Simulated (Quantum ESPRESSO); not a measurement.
Quantum ESPRESSO is run on WF₆ (Pnma, 28 atoms in the cell), and the run fails. The aim is a self-consistent single point with DFT, PBEsol, plane waves, GBRV 1.5 ultrasoft (PBESOL) pseudopotentials.

Cell that was meant: a = 9.5332 Å, b = 8.6701 Å, c = 5.0388 Å, α = 90.00°, β = 90.00°, γ = 90.00°.

Part of the input:

```fortran
  ibrav = 0
  nat = 28
  ntyp = 2
  ecutwfc = 40.0
  ecutrho = 320
  occupations = 'smearing'
  smearing = 'fd'
[...]
F     0.76130000    0.90680000    0.06240000
F     0.73870000    0.09320000    0.56240000
F     0.26130000    0.59320000    0.43760000
F     0,23870000    0,40680000    0,93760000
K_POINTS {automatic}
2 2 4  0 0 0
CELL_PARAMETERS {bohr}
```

Log, with long lists cut:

```
     This program is part of the open-source Quantum ESPRESSO suite
     for quantum simulation of materials; please cite

[eval_infix.c] A parsing error occurred
helper string:
0,23870000
error code:
Error: invalid token: ,

 %%%%%%%%%%%%%%%%%%%%%%%%%%%%%%%%%%%%%%%%%%%%%%%%%%%%%%%%%%%%%%%%%%%%%%%%%%%%%%
     Error in routine card_atomic_positions (1):
     Error while parsing atomic position card.
 %%%%%%%%%%%%%%%%%%%%%%%%%%%%%%%%%%%%%%%%%%%%%%%%%%%%%%%%%%%%%%%%%%%%%%%%%%%%%%

     stopping ...
```

Task: From the messages shown, name the fault and mend the input.

Result: The fault is decimal commas. The program does not read a comma as a decimal mark. To fix it, use decimal points. The program stopped before any SCF iteration.

The sound input it was made from differs as follows (other fixes are possible):
```diff
-  ecutwfc = 40.0
+  ecutwfc = 40
-F     0,23870000    0,40680000    0,93760000
+F     0.23870000    0.40680000    0.93760000
```

With that input, the run converged in 13 iterations: free energy E − TS -24519.3279 eV; top of the valence band (on the code's own zero) -0.62 eV; gap on the k-point mesh 4.91 eV; pressure -0.66 GPa; largest force (vector length) 1.518 eV/Å (DFT, PBEsol, plane waves, GBRV 1.5 ultrasoft (PBESOL) pseudopotentials).

On the sound input: the starting cell comes from a database of published, mostly measured structures (it also holds non-ambient and calculated ones), without a prior relaxation at this level. Its lattice was rescaled by a random factor within 2.5 % of one. Spin-orbit coupling is off. Forces in this geometry exceed 1 eV/Å.
